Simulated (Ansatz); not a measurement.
Consider Nb5Si3 (space group P6_3/mcm, No. 193; a = 7.5075 Å, c = 5.2235 Å). Axes: x lies along a and z along c of the hexagonal cell.

All numbers come from PBEsol (Ansatz, a quantum-chemistry and plane-wave program), no SOC.

For the base:

```
Item               Result
---------------  --------
Volume per atom  15.94 Å³
Band gap             zero
```

Perturbation: biaxial strain −1.06 %, plane normal [001], relaxed out of plane (Cartesian); in-plane vectors clamped, the third vector and the atoms free.

Task: Predict the new volume per atom.

Result: The volume per atom falls by 0.241 Å³ to 15.69 Å³.

Task: What happens to the band gap?

Result: The band gap stays zero.

Whether these cells are dynamically stable was not tested. All final runs are without spin polarisation.
